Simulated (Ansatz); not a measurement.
Start from BN (space group Pm-3n, No. 223; a = 4.4402 Å; a hypothetical phase, not in the database extracts checked).

(Cell as relaxed with PBE.)

Levels (all Ansatz, an electronic-structure program, PAW): PBE (420 eV, no spin-orbit coupling); PBEsol (420 eV, no SOC).

Each level relaxes its own structure.

| quantity | PBE | PBEsol |
|---|---|---|
| volume per atom | 7.29 Å³ | (withheld) |
| lattice parameter a | 4.440 Å | (withheld) |
| band gap | 4.55 eV | (withheld) |
| gap character | indirect, Γ → Γ–X (83 % along) | (withheld) |
| electron mass | 0.64 mₑ along k, 0.53 mₑ across | (withheld) |
| hole mass (degenerate bands, along [100]) | 0.27, 2.6, 2.6 mₑ | (withheld) |

What does PBEsol give?


- volume per atom, PBEsol: 7.19 Å³
- lattice parameter a, PBEsol: 4.419 Å
- band gap, PBEsol: 4.39 eV
- gap character, PBEsol: indirect, Γ → Γ–X (83 % along)
- electron mass, PBEsol: 0.64 mₑ along k, 0.53 mₑ across
- hole mass (degenerate bands, along [100]), PBEsol: 0.27, 2.6, 2.6 mₑ

PBE's volume per atom lies 0.10 Å³ above PBEsol's (1.4 %); PBE's lattice parameter a lies 0.021 Å above PBEsol's (0.5 %); PBE's band gap lies 0.16 eV above PBEsol's; the two agree on the gap character, electron mass and hole mass. Neither level is exact; PBEsol is the comparison here, not a measurement.

Effective masses come from finite differences of ±0.01 Å⁻¹. Along k means along the line from Γ to the band edge. Stability against distortions was not tested.
